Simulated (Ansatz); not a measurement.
Hypothetical Pm-3n Ge: response to strain

Take Ge (space group Pm-3n, No. 223; a = 5.323 Å; a hypothetical phase, not in the database extracts checked) as the base. Axes: x, y, z lie along the cube axes.

Strains are applied to the cell and any free atomic positions relax; under biaxial strain the out-of-plane vector relaxes too.

Level of theory: DFT with PBEsol, PAW potentials and a 420 eV plane-wave cutoff in Ansatz (a quantum-chemistry and plane-wave program), without spin-orbit coupling.

Candidates:
(a) uniaxial strain ε_zz = −3.45 %
(b) uniaxial strain ε_yy = +2.02 %
(c) biaxial strain +3.93 %, plane normal [001], relaxed out of plane
(d) isotropic strain −2.40 %

Notes on the quantities. energy relative to the base: free energy F.

Problem. Order them by energy relative to the base, lowest first.

Solution. (b) uniaxial strain ε_yy = +2.02 % (+1.9 meV/atom), (a) uniaxial strain ε_zz = −3.45 % (+8.0 meV/atom), (c) biaxial strain +3.93 %, plane normal [001], relaxed out of plane (+19 meV/atom), (d) isotropic strain −2.40 % (+23 meV/atom)

Without a gap, meshes like the base's 9×9×9 leave anisotropic stresses uncertain by several tenths of a GPa, and small strain energies with them. No phonon test of stability was made.
